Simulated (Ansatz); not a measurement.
Seebeck coefficient (μV/K, mean over directions) of n-type monolayer ZrS2 against carrier density, HSE06, rigid bands run with Ansatz (an electronic-structure program). Computed gap 2.02 eV; densities at which minority carriers matter at this gap, or further valleys turn the trend, are left out. Conductivity mass 0.51 mₑ (harmonic mean over directions), N_c = 2.4e13 cm⁻² at 300 K.

```
electron density       300 K       500 K
----------------  ----------  ----------
1.9e9 cm⁻²              -985  (withheld)
1.9e10 cm⁻²             -787        -832
1.9e11 cm⁻²             -588        -633
5.7e11 cm⁻²             -494        -539
1.9e12 cm⁻²             -390        -435
5.7e12 cm⁻²       (withheld)        -340
1.9e13 cm⁻²             -193        -237
5.7e13 cm⁻²       (withheld)        -145
1.9e14 cm⁻²              -37         -60
```

Problem. Some entries are withheld; supply them.

Solution. 
- 1.9e9 cm⁻², 500 K: -1030
- 5.7e12 cm⁻², 300 K: -296
- 5.7e13 cm⁻², 300 K: -104

Rigid bands with a gap fixed in temperature, one relaxation time for all states, no polarons or phonon drag, and whether or not such doping can be reached. Spin-orbit coupling is left out. Geometry: cell and atoms relaxed with PBE.

Model free-standing layer, not matched to a measured one here: monolayer ZrS2.
